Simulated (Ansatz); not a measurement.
Effect of pressure 1.5 GPa on WSe2

Take WSe2 (space group P6_3/mmc, No. 194; a = 3.279 Å, c = 12.786 Å; layered, stacked along the Cartesian z axis) as the base.

It is then changed as follows: cell and atoms relaxed at a pressure of 1.5 GPa.

The values are results of PBE-D3(BJ) (Ansatz, a quantum-chemistry and plane-wave program; PAW; 420 eV plane waves; spin-orbit coupling left out), not measurements. Γ-centred 12×12×3 mesh, Fermi–Dirac width 0.05 eV.

- c/a ratio: 3.854 (base 3.899)
- Shortest interatomic distance: 2.528 Å (base 2.534 Å)
- Enthalpy H = E + PV relative to the base's energy: +0.18 eV/atom
- Band gap: 0.78 eV (base 0.87 eV)
- Gap character: indirect, Γ → K–Γ (47 % along) (base indirect, Γ → K–Γ (47 % along))
- Smallest direct gap: 1.60 eV (base 1.57 eV)
- Mean gap deformation potential ΔEg/Δln V: +3.4 eV
- Valence-band top at Γ (three highest levels, from the VBM): 0.00, -0.85, -1.31 eV (base 0.00, -0.96, -1.20 eV)

Final structure:

```yaml
crystal:
  lattice:
    - [3.26274, 0.00000, 0.00000]
    - [-1.63137, 2.82561, 0.00000]
    - [0.00000, 0.00000, 12.57484]
  atoms:
    - { symbol: W, position: [0.66667, 0.33333, 0.75000] }
    - { symbol: W, position: [0.33333, 0.66667, 0.25000] }
    - { symbol: Se, position: [0.66667, 0.33333, 0.38410] }
    - { symbol: Se, position: [0.33333, 0.66667, 0.88410] }
    - { symbol: Se, position: [0.33333, 0.66667, 0.61590] }
    - { symbol: Se, position: [0.66667, 0.33333, 0.11590] }
```

Cost of the whole job for the changed cell (relaxation, final SCF and bands): about 70 core-seconds (a rough figure).

With W present, leaving out spin-orbit coupling can change the band edges. Load acts through the strain it causes; cell and atoms are relaxed under it. Stability against distortions was not tested.
